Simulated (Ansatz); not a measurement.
A relaxation of the atoms of LuCl₃ (P3m1, 8 atoms in the cell) with Ansatz (an electronic-structure program).

Method: LDA (PW92), default PAW files made with PBE (plane waves; Ansatz).

The change in words: one atom moved by 0.15 angstrom; relax: default → atoms; relax.f_tol: default → 0.05 eV/Å. Reference geometry:
```
LuCl3
1.0
    9.41660     0.00000     0.00000
   -4.70830     8.15502     0.00000
    0.00000     0.00000     3.45521
Lu Cl
2 6
Direct
  0.66667   0.33333   0.25000
  0.33333   0.66667   0.75000
  0.78410   0.21590   0.75000
  0.21590   0.78410   0.25000
  0.56820   0.78410   0.25000
  0.43180   0.21590   0.75000
  0.78410   0.56820   0.75000
  0.21590   0.43180   0.25000
```

Reference input (self-consistent single point, DFT, LDA (PW92), plane waves, default PAW files made with PBE): basis.ecutwfc = 420 eV; kpoints.mp_grid.grid = 3 3 7; hamiltonian.xc = lda; hamiltonian.pseudopotentials = {kind: paw} (the program's default PAW files); scf.occupations.method = fixed. This run's input differs from it in these lines:

```diff
@@ -7,3 +7,3 @@
   atoms:
-    - { symbol: Lu, position_ang: [4.708305, 2.718336, 0.863802] }
+    - { symbol: Lu, position_ang: [4.708305, 2.718336, 1.013803] }
     - { symbol: Lu, position_ang: [-0.000005, 5.436679, 2.591405] }
@@ -24,2 +24,4 @@
   occupations: { method: fixed }
+relax:
+  f_tol: 0.05
 output:
```

Output (repeated stretches shortened):

```
   [... SCF lines of the steps left out ...]
relax step   1: F+E_penalty+E_count = -35267.13526008 eV  Δ(F+E_penalty+E_count) = +0.000e0 eV  max|allowed force component| = 1.005e0 eV/Å  Δτ_max = 0.0000 Å  (6 SCF iters, dr2 threshold 6.25e-5 eV, accepted)
relax step   2: F+E_penalty+E_count = -35267.19329251 eV  Δ(F+E_penalty+E_count) = -5.803e-2 eV  max|allowed force component| = 4.595e-1 eV/Å  Δτ_max = 0.0596 Å  (6 SCF iters, dr2 threshold 6.31e-5 eV, accepted)
relax step   3: F+E_penalty+E_count = -35267.21023039 eV  Δ(F+E_penalty+E_count) = -1.694e-2 eV  max|allowed force component| = 9.412e-2 eV/Å  Δτ_max = 0.0649 Å  (5 SCF iters, dr2 threshold 1.32e-5 eV, accepted)
relax step   4: F+E_penalty+E_count = -35267.21270343 eV  Δ(F+E_penalty+E_count) = -2.473e-3 eV  max|allowed force component| = 3.248e-3 eV/Å  Δτ_max = 0.0149 Å  (7 SCF iters, accepted)
the relaxation is at rest under the 6 symmetry operations that the run kept from its start: a minimum is not shown …
Free energy (F): -35267.212703 eV
Internal energy: -35267.212703 eV  (E = F + TS)
E sigma→0 (E₀):  -35267.212703 eV
Fermi energy:    1.111953 eV
--- Forces (eV/Å), atoms counted from 1 ---
  atom   1  Lu     0.00000000     0.00000000     0.00323816
  atom   2  Lu     0.00000000    -0.00000000     0.00039699
  atom   3  Cl    -0.00058012     0.00033493    -0.00186824
  atom   4  Cl    -0.00176511     0.00101908     0.00063157
  atom   5  Cl     0.00176511     0.00101908     0.00063157
  atom   6  Cl     0.00058012     0.00033493    -0.00186824
   [... lines left out ...]
    - { symbol: Cl, position: [0.5668793776825305, 0.7834396888412651, 0.2536892364199748] }
    - { symbol: Cl, position: [0.43309083118545644, 0.21654541559272814, 0.7572034798829175] }
    - { symbol: Cl, position: [0.7834545844072718, 0.5669091688145433, 0.7572034798829175] }
    - { symbol: Cl, position: [0.21656031115873464, 0.4331206223174693, 0.2536892364199748] }
```

The run converged. 

Summary of the result:
- Free energy E − TS (on the zero of these files) = -35267.2127 eV
- Top of the valence band (on the code's own zero) = 1.11 eV
- Gap on the k-point mesh = 3.38 eV
- Pressure = -0.84 GPa
- Largest force (vector length) = 0.003 eV/Å
- Relaxation steps = 4

The starting cell comes from a database of computed structures (which also holds hypothetical and non-ambient phases and stackings), without a prior relaxation at this level. Its lattice was rescaled by up to half a per cent. For this run, on top of that: one atom moved by 0.15 angstrom. Spin-orbit coupling is off. The relaxation keeps the symmetry of its start, so its end need not be a minimum. Ansatz's pressure includes its estimate of the finite-basis (Pulay) stress.

Cost on one core of a shared machine: roughly 2 min.

Keys are those of Ansatz 0.2.
